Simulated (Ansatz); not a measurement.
Worked example: self-consistent single point of CaSi2Rh2 (I4mm, 5 atoms in the cell) in Ansatz (a program for electronic structure).

Method: LDA (PW92), default PAW files made with PBE (plane waves; Ansatz).

The change in words: lattice scaled by 0.98; basis.ecutrho_ratio: default → 3. Reference geometry:
```yaml
crystal:
  lattice:
    - [-2.05101, 2.05101, 5.01954]
    - [2.05101, -2.05101, 5.01954]
    - [2.05101, 2.05101, -5.01954]
  atoms:
    - { symbol: Ca, position: [0.00498, 0.00498, 0.00000] }
    - { symbol: Si, position: [0.62739, 0.62739, 0.00000] }
    - { symbol: Si, position: [0.37261, 0.37261, 0.00000] }
    - { symbol: Rh, position: [0.75000, 0.25000, 0.50000] }
    - { symbol: Rh, position: [0.25000, 0.75000, 0.50000] }
```

Reference input (self-consistent single point, DFT, LDA (PW92), plane waves, default PAW files made with PBE): basis.ecutwfc = 420 eV; kpoints.mp_grid.grid = 8 8 8; hamiltonian.xc = lda; hamiltonian.pseudopotentials = {kind: paw} (the program's default PAW files); scf.occupations.method = gaussian; scf.occupations.width = 0.1 eV. This run's input differs from it in these lines:

Ansatz 0.2 input:
```diff
@@ -3,5 +3,5 @@
   lattice:
-    - [-2.05101400, 2.05101400, 5.01953800]
-    - [2.05101400, -2.05101400, 5.01953800]
-    - [2.05101400, 2.05101400, -5.01953800]
+    - [-2.00999400, 2.00999400, 4.91914700]
+    - [2.00999400, -2.00999400, 4.91914700]
+    - [2.00999400, 2.00999400, -4.91914700]
   atoms:
@@ -14,2 +14,3 @@
   ecutwfc: 420.0 eV
+  ecutrho_ratio: 3
 kpoints:
```

Log, with long lists cut:

```
SCF iter   1: F=—  HF=-15552.434684 eV  |F-HF|=—  |Δ(HF+E_count)|=         —  Δρ=7.29e-3  dr2=3.84e-2  ethr=1.77e-3  ⟨swp⟩=7.1  Hψ=8686  notcnv=0
all-band conjugate gradients solve this SCF's bands
preconditioner: auto → Kerker (q_TF=auto, 2.542 Å⁻¹)
SCF iter   2: F=—  HF=-15552.429268 eV  |F-HF|=—  |Δ(HF+E_count)|=   5.42e-3  Δρ=3.85e-3  dr2=1.26e-2  ethr=7.39e-5  ⟨swp⟩=1.0  Hψ=2362  notcnv=0
   [... lines left out ...]
SCF iter   4: F=—  HF=-15552.427179 eV  |F-HF|=—  |Δ(HF+E_count)|=   1.29e-4  Δρ=4.11e-4  dr2=2.86e-4  ethr=1.38e-6  ⟨swp⟩=2.1  Hψ=2664  notcnv=0  defer=1
SCF iter   5: F=—  HF=-15552.427133 eV  |F-HF|=—  |Δ(HF+E_count)|=   4.54e-5  Δρ=1.13e-4  dr2=2.70e-5  ethr=5.50e-7  ⟨swp⟩=1.9  Hψ=1942  notcnv=0  defer=1
SCF iter   6: F=—  HF=-15552.427130 eV  |F-HF|=—  |Δ(HF+E_count)|=   3.02e-6  Δρ=2.42e-5  dr2=1.17e-6  ethr=5.20e-8  ⟨swp⟩=2.1  Hψ=2308  notcnv=0  defer=1
SCF iter   7: F=-15552.427130 eV  HF=-15552.427130 eV  |F-HF|=4.16e-8  |Δ(HF+E_count)|=   3.00e-7  Δρ=7.08e-6  dr2=5.77e-8  ethr=1.92e-10  ⟨swp⟩=7.1  Hψ=8569  notcnv=0
SCF 1 converged in 7 iterations: F = -15552.427130 eV  dr2 = 5.77e-8
Free energy (F): -15552.427130 eV
Internal energy: -15552.418532 eV  (E = F + TS)
E sigma→0 (E₀):  -15552.422831 eV
Entropy (-TS):   -0.008598 eV (-1.720 meV/atom)
Fermi energy:    13.973268 eV
--- Forces (eV/Å), atoms counted from 1 ---
  atom   1  Ca    -0.00000000     0.00000000    -0.26700483
  atom   2  Si     0.00000000     0.00000000    -0.23791458
  atom   3  Si    -0.00000000     0.00000000     0.33964115
  atom   4  Rh     0.00000000    -0.00000000     0.08262294
  atom   5  Rh    -0.00000000     0.00000000     0.08262294
--- Stress (GPa, compression-positive) ---
        0.745194       0.000000      -0.000000
        0.000000       0.745194       0.000000
       -0.000000       0.000000       0.848709
  P = ⅓ Tr σ = 0.7797 GPa (7.797 kbar)
  The stress holds the Pulay correction, which leaves out the density cutoff's part. Without it, at fixed plane waves, as pw.x and ABINIT print it …
settings of this run that can trade accuracy for cost: basis.ecutrho_ratio < 4. Do not mix this run's numbers with those of runs without the same settings …
```

The run converged in 7 iterations. Against the reference run the free energy falls by 23.9 meV/atom, the pressure goes from -7.97 to 0.78 GPa and the largest force goes from 0.326 to 0.340 eV/Å. The full log also holds: “WARN basis.ecutrho_ratio = 3 (ecutrho = 1260 eV) is below the records' recommended cutoff”.

The starting cell comes from a database of computed structures (which also holds hypothetical and non-ambient phases and stackings), without a prior relaxation at this level. Its lattice was rescaled by up to half a per cent. One atom was moved a little off its site on purpose. For this run, on top of that: lattice scaled by 0.98. Spin polarisation is off. Ansatz's pressure includes its estimate of the finite-basis (Pulay) stress. The cutoff lies below the one recommended for these files.
